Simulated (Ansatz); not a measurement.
Take TiC in the rock salt structure (space group Fm-3m, No. 225; a = 4.293 Å; relaxed with 0.1 eV smearing) as the base. Axes: x, y, z lie along the cube axes.

One thing is altered: uniaxial strain ε_zz = +3.59 %, all other strain components held at zero; the atoms relax in the strained cell.

Levels (all Ansatz, a first-principles code, PAW): PBEsol (420 eV, spin-orbit coupling left out); r2SCAN (500 eV, without spin-orbit coupling).

The geometry is relaxed with PBEsol.

```
Item               Result
---------------  --------
PBEsol pressure  -8.2 GPa
```

**Question.** What does r2SCAN give at this geometry for the pressure?

**Answer.** The pressure increases by 5.9 GPa to -2.3 GPa.

Single points use the geometry relaxed with PBEsol. Their cutoffs differ, which shifts pressures a little. Whether these cells are dynamically stable was not tested. The base started in Pnma and relaxed to Fm-3m at this level. All final runs are without spin polarisation.
